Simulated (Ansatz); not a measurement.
**Defect calculation: Zr on the Al site in wurtzite AlN**

The numbers are results of PBE, PAW (plane waves to 420 eV; Ansatz, a first-principles code), not measurements. Cell: 96 sites, 3×2×2; final energies on a 2×2×2 shifted mesh. Site at the start: the Al site. Charged cells carry a point-charge image correction with potential alignment at far atoms. Dielectric constants: PBE linear response of the host. Host gap at this level: 4.03 eV. These values are not converged in cell size to better than tenths of an eV. Levels are measured in PBE's own, too narrow, gap. Spin–orbit coupling is left out. Each state is the lowest found from its start.

Formation energies E_f are given with the Fermi level at the valence-band maximum. Chemical conditions: Al-rich (Δμ(Al) = 0.00 eV, Δμ(Zr) = -1.95 eV, bounded by ZrAl3 (I4/mmm); only phases computed here count, gases as isolated molecules at 0 K); N-rich (Δμ(Al) = -2.74 eV, Δμ(Zr) = -3.46 eV, bounded by rock-salt ZrN; only phases computed here count, gases as isolated molecules at 0 K). Reference phases: Al: fcc Al, Zr: hcp Zr.

```json
[
 {"charge": "+1", "moment (μB)": "not spin-polarised", "largest move off a lattice site (Å)": "0.17", "image correction with alignment (eV)": "0.44", "E_f, Al-rich (eV)": "0.87", "E_f, N-rich (eV)": "-0.36"},
 {"charge": "0", "moment (μB)": "1.0", "largest move off a lattice site (Å)": "0.27", "image correction with alignment (eV)": "0.00", "E_f, Al-rich (eV)": "4.58", "E_f, N-rich (eV)": "3.36"},
 {"charge": "−1*", "moment (μB)": "not spin-polarised", "largest move off a lattice site (Å)": "0.34", "image correction with alignment (eV)": "–", "E_f, Al-rich (eV)": "–", "E_f, N-rich (eV)": "–"}
]
```

* At this level the carrier isn't localised at the defect: at charge −1 electrons occupy the conduction band. Such a state is shallow or no state of the defect, and this cell gives it no level.

Transition levels above the valence-band maximum: ε(+1/0) = 3.72 eV. On the lower envelope of the bound states, inside the gap: (+1/0) at 3.72 eV.

Flagged in the runs: a host whose relaxation on this sampling wasn't shown to rest, a strain field that reaches the edge of the cell.
